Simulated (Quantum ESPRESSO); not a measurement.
Worked example: self-consistent single point of YC₂ (I4/mmm, 3 atoms in the cell) in Quantum ESPRESSO.

Computed with BLYP, PSlibrary ultrasoft (PBE) pseudopotentials (plane waves; Quantum ESPRESSO).

```
CELL_PARAMETERS angstrom
     -1.83685     1.83685     3.09306
      1.83685    -1.83685     3.09306
      1.83685     1.83685    -3.09306
ATOMIC_POSITIONS crystal
  Y  0.00000 0.00000 0.00000
  C  0.60469 0.60469 0.00000
  C  0.39531 0.39531 0.00000
```

Reference input (self-consistent single point, DFT, PBEsol, plane waves, PSlibrary ultrasoft (PBE) pseudopotentials): ecutwfc = 45 Ry; ecutrho = 360 Ry; occupations = smearing; smearing = cold; degauss = 0.0036749 Ry; input_dft = pbesol; potentials = {Y: Y.pbe-spn-rrkjus_psl.1.0.0.UPF, C: C.pbe-n-rrkjus_psl.1.0.0.UPF}; K_POINTS = automatic 10 10 10 0 0 0; conv_thr = 1e-09 Ry; mixing_beta = 0.3. This run's input differs from it in these lines:

```diff
@@ -18,3 +18,3 @@
  degauss = 0.0036749,
- input_dft = 'pbesol',
+ input_dft = 'blyp',
 /
```

Log, with long lists cut:

```
     Self-consistent Calculation

     iteration #  1     ecut=    45.00 Ry     beta= 0.30

     total energy              =    -108.12474809 Ry
     estimated scf accuracy    <       0.69267007 Ry

     iteration #  2     ecut=    45.00 Ry     beta= 0.30

     total energy              =    -108.15625167 Ry
     estimated scf accuracy    <       0.08164371 Ry

     iteration #  3     ecut=    45.00 Ry     beta= 0.30

     total energy              =    -108.17598309 Ry
     estimated scf accuracy    <       0.01457235 Ry

   [... 9 blocks of this kind left out ...]

     iteration # 13     ecut=    45.00 Ry     beta= 0.30

     total energy              =    -108.17977116 Ry
     estimated scf accuracy    <          1.4E-09 Ry

     iteration # 14     ecut=    45.00 Ry     beta= 0.30
     End of self-consistent calculation

     Number of k-points >= 100: set verbosity='high' to print the bands.

     the Fermi energy is    11.6041 ev

!    total energy              =    -108.17977116 Ry
     estimated scf accuracy    <          4.8E-10 Ry
     smearing contrib. (-TS)   =      -0.00001276 Ry
     internal energy E=F+TS    =    -108.17975840 Ry

     convergence has been achieved in  14 iterations

     Forces acting on atoms (cartesian axes, Ry/au):

     atom    1 type  1   force =    -0.00000000   -0.00000000    0.00000000
     atom    2 type  2   force =    -0.00000000    0.00000000   -0.00244517
     atom    3 type  2   force =     0.00000000    0.00000000    0.00244517

     Total force =     0.003458     Total SCF correction =     0.000014

          total   stress  (Ry/bohr**3)                   (kbar)     P=       51.28
   0.00035728   0.00000000   0.00000000           52.56        0.00        0.00
   0.00000000   0.00035728   0.00000000            0.00       52.56        0.00
  -0.00000000  -0.00000000   0.00033122           -0.00       -0.00       48.72

   JOB DONE.
```

The run converged in 14 iterations. Against the reference run the pressure goes from -3.14 to 5.13 GPa and the largest force goes from 0.297 to 0.063 eV/Å.

The starting cell comes from a database of computed structures (which also holds hypothetical and non-ambient phases and stackings), without a prior relaxation at this level. With a pressure of about 5 GPa the cell is away from its equilibrium volume at this level.

Cost on one core of a shared machine: roughly 60 s.
